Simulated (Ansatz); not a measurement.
SiO2 in the rutile structure (space group P4_2/mnm, No. 136)

```
CELL_PARAMETERS angstrom
      4.23588     0.00000     0.00000
      0.00000     4.23588     0.00000
      0.00000     0.00000     2.68991
ATOMIC_POSITIONS crystal
  Si 0.50000 0.50000 0.50000
  Si 0.00000 0.00000 0.00000
  O  0.80699 0.80699 0.50000
  O  0.30699 0.69301 0.00000
  O  0.69301 0.30699 0.00000
  O  0.19301 0.19301 0.50000
```

Method: PBE/PAW in Ansatz (a program for electronic structure), scalar-relativistic without spin-orbit coupling, earlier PAW set. k-mesh 8×8×12 (Γ-centred); smearing 0.05 eV (Fermi–Dirac).

| Item | Result |
|---|---|
| Volume per atom | 8.04 Å³ |
| Density | 4.13 g/cm³ |
| Band gap | 5.05 eV, direct at Γ |
| Electron mass | 0.36 mₑ along c, 0.45 mₑ across |
| Hole mass | 1.9 mₑ along c, 1.1 mₑ across |
| Lowest conduction-band minima above the VBM | Γ 5.05 eV |
| Total energy | -591.174 eV/atom (σ→0; compares only within this code and set-up) |

Effective masses come from finite differences of ±0.01 Å⁻¹. Whether these cells are dynamically stable was not tested.
